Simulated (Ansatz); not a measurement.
Data:

```
Al2O3
1.0
    2.33318     1.34706     4.24061
   -2.33318     1.34706     4.24061
    0.00000    -2.69413     4.24061
Al O
4 6
Cartesian
  0.00000   0.00000   8.24543
  0.00000   0.00000   1.88452
  0.00000   0.00000   4.47640
  0.00000   0.00000  10.83731
  0.71543   1.45496   5.30076
 -1.61775  -0.10790   5.30076
 -0.71543  -1.45496   7.42107
 -0.90232   1.34706   7.42107
  1.61775   0.10790   7.42107
  0.90232  -1.34706   5.30076
```

No spin polarisation.

Calculations: Kohn–Sham DFT with the PBEsol functional, run in Ansatz (a first-principles code) with PAW and 420 eV plane waves, spin-orbit coupling left out. Γ-centred 8×8×8 mesh, Fermi–Dirac width 0.05 eV.

Problem. What is the computed band gap?

Solution. 6.89 eV.

Problem. Estimate the pressure (mean of the normal stresses, compression positive).

Solution. 18.94 GPa.

Problem. Predict the gap character.

Solution. Direct at Γ.

Problem. Predict the electron mass.

Solution. 0.44 mₑ along c, 0.40 mₑ across (at Γ).

The cells carry an imposed strain or load. Masses are band curvatures over ±0.01 Å⁻¹ around the edge. Stability against distortions was not tested. The cell was made from Al2O3 in the corundum structure (space group R-3c, No. 167) by this change: isotropic strain −2.25 %.
